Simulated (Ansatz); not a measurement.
Given:

```yaml
crystal:
  lattice:
    - [0.00000, 3.01507, 3.01507]
    - [3.01507, 0.00000, 3.01507]
    - [3.01507, 3.01507, 0.00000]
  atoms:
    - { symbol: Sb, position: [0.75000, 0.75000, 0.75000] }
    - { symbol: Ga, position: [0.00000, 0.00000, 0.00000] }
```

No spin polarisation.

Calculations: Kohn–Sham DFT with the PBE functional, run in Ansatz (a quantum-chemistry and plane-wave program) with PAW and 420 eV plane waves, no spin-orbit coupling, earlier PAW set. Γ-centred 13×13×13 mesh, Fermi–Dirac width 0.05 eV.

Predict the band gap, space group and pressure.

The band gap is 0.35 eV and the space group is F-43m (No. 216). The pressure is 5.0 GPa.

Spin-orbit coupling, missing from the scalar runs, can matter with Sb. The cells carry an imposed strain or load. Stability against distortions was not tested. The cell was made from GaSb in the zinc blende structure (space group F-43m, No. 216) by this change: isotropic strain −2.96 %.
